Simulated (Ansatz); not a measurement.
Hypothetical CsCl type NbAs, response to strain

Take NbAs in the CsCl type structure (space group Pm-3m, No. 221; a = 3.181 Å; a hypothetical phase, not in the database extracts checked; relaxed with 0.1 eV smearing) as the base. Axes: x, y, z lie along the cube axes.

Strains are applied to the cell and any free atomic positions relax; under biaxial strain the out-of-plane vector relaxes too; under stress the whole cell relaxes.

Level of theory: plane-wave PAW DFT at the PBEsol level (Ansatz, an electronic-structure program, 420 eV), no spin-orbit coupling.

Notes on the quantities. pressure: mean of the normal stresses, compression positive; energy relative to the base: free energy F.

```tsv
variant	pressure	energy relative to the base	shortest interatomic distance	space group
base	0.0 GPa	0 meV/atom	2.755 Å	Pm-3m (No. 221)
biaxial strain +0.96 %, plane normal [001], relaxed out of plane	-2.4 GPa	+3.5 meV/atom	2.767 Å	P4/mmm (No. 123)
biaxial strain +1.12 %, plane normal [001], relaxed out of plane	-2.8 GPa	+4.7 meV/atom	2.769 Å	P4/mmm (No. 123)
biaxial strain +2.08 %, plane normal [111], relaxed out of plane	-4.8 GPa	+16 meV/atom	2.723 Å	R-3m (No. 166)
biaxial strain +2.36 %, plane normal [111], relaxed out of plane	-5.4 GPa	+20 meV/atom	2.720 Å	R-3m (No. 166)
isotropic strain −3.84 %	27.8 GPa	+139 meV/atom	2.649 Å	Pm-3m (No. 221)
isotropic strain +1.15 %	-5.8 GPa	+10 meV/atom	2.786 Å	Pm-3m (No. 221)
uniaxial strain ε_xx = −5.73 %	12.5 GPa	+63 meV/atom	2.703 Å	P4/mmm (No. 123)
uniaxial strain ε_yy = +5.47 %	-8.5 GPa	+46 meV/atom	2.806 Å	P4/mmm (No. 123)
uniaxial stress, 1 GPa compression along x	–	+0.2 meV/atom	2.753 Å	P4/mmm (No. 123)
```

Beyond what the load breaks, stability against distortions was not tested. The final runs are not spin-polarised.
